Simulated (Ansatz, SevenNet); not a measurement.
Elastic constant C66 (GPa) of solids drawn from the class of silicides and borides, at two levels: the machine-learned potential SevenNet-l3i5 (trained on PBE and PBE+U data), and PBE (Ansatz, a quantum-chemistry and plane-wave program, PAW).

```json
[
 {"solid": "AlB2-type HfB2", "SevenNet-l3i5": "154", "PBE": "265"},
 {"solid": "AlB2-type MgB2", "SevenNet-l3i5": "123", "PBE": "184"},
 {"solid": "C11b WSi2", "SevenNet-l3i5": "117", "PBE": "200"},
 {"solid": "AlB2-type ZrB2", "SevenNet-l3i5": "149", "PBE": "?"},
 {"solid": "AlB2-type TiB2", "SevenNet-l3i5": "201", "PBE": "291"},
 {"solid": "C11b MoSi2", "SevenNet-l3i5": "105", "PBE": "189"}
]
```

Q: Estimate the withheld PBE value from the other rows.

A: One way: carry over the typical ratio. The ratios PBE / SevenNet-l3i5 of the other rows, in order: 1.448, 1.496, 1.709, 1.721, 1.800; median 1.709. AlB2-type ZrB2: 149 × 1.709 = 255 GPa; the run gives 253 GPa. The ratios spread from 1.448 to 1.800, so such an estimate is rough.

Over all 6 rows PBE is the larger in 6.

Ansatz's runs of these crystals have no spin polarisation.

Spin–orbit coupling is left out, also for the solids with elements from indium on (AlB2-type HfB2, C11b WSi2); its size isn't shown.

Each level is taken at its own relaxed cell. Ansatz's density-functional and Hartree–Fock values are scalar-relativistic unless marked +SOC, with PAW data made under PBE.
